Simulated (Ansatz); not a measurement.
How far PBE and PBEsol part for Hf3N4, pressure 0.7 GPa

Take Hf3N4 (space group I-43d, No. 220; a = 6.734 Å) as the base.

(Cell as relaxed with PBE.)

Levels (all Ansatz, a program for electronic structure, PAW): PBE (420 eV, no SOC); PBEsol (420 eV, spin-orbit coupling left out).

Each level relaxes its own structure.

```
base                         PBE       PBEsol
-------------------  -----------  -----------
volume per atom         10.91 Å³     10.51 Å³
lattice parameter a  12.726 bohr  12.569 bohr
band gap                 1.04 eV      1.02 eV
```

Modification: cell and atoms relaxed at a pressure of 0.7 GPa.

| quantity | PBE | PBEsol |
|---|---|---|
| band gap | 1.04 eV | 1.02 eV |
| lattice parameter a | 12.712 bohr | 12.558 bohr |
| gap character | direct at Γ | direct at Γ |

PBE's band gap lies 0.02 eV above PBEsol's; PBE's lattice parameter a lies 0.154 bohr above PBEsol's (1.2 %); the two agree on the gap character. Neither level is exact; PBEsol is the comparison here, not a measurement.

With Hf present, leaving out spin-orbit coupling can change the band edges. Load acts through the strain it causes; cell and atoms are relaxed under it. Stability against distortions was not tested.
